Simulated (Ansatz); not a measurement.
## CrN (Pmmn, No. 59, 8 atoms in the cell; start mp-1232890)

These are r²SCAN+rVV10 (PAW; Ansatz, a program for electronic structure) values and carry that method's errors.

Run with plane-wave cutoff 560 eV, 18×14×10 k mesh (along the axes of the cell as run), Fermi–Dirac smearing 0.05 eV, spin-polarised start, scalar-relativistic PAW data made under PBE.

Cell (relaxed at this level):

```
CrN
1.0
    2.97293     0.00000     0.00000
    0.00000     4.12712     0.00000
    0.00000     0.00000     5.74512
Cr N
4 4
Direct
  0.50000   0.50000   0.86055
  0.00000   0.00000   0.13945
  0.50000   0.50000   0.36055
  0.00000   0.00000   0.63945
  0.00000   0.50000   0.11227
  0.50000   0.00000   0.88773
  0.50000   0.00000   0.38774
  0.00000   0.50000   0.61226
```

```json
{
  "band_gap": "0.28 eV (indirect)",
  "smallest_direct_gap_on_the_k_points_sampled": "0.64 eV"
}
```

Note: the magnetic order was assumed, not searched for or taken from measurement.

Computing time: about 8 core-minutes (a rough figure).

A start named mp-… is a Materials Project structure, which need not be a measured phase.
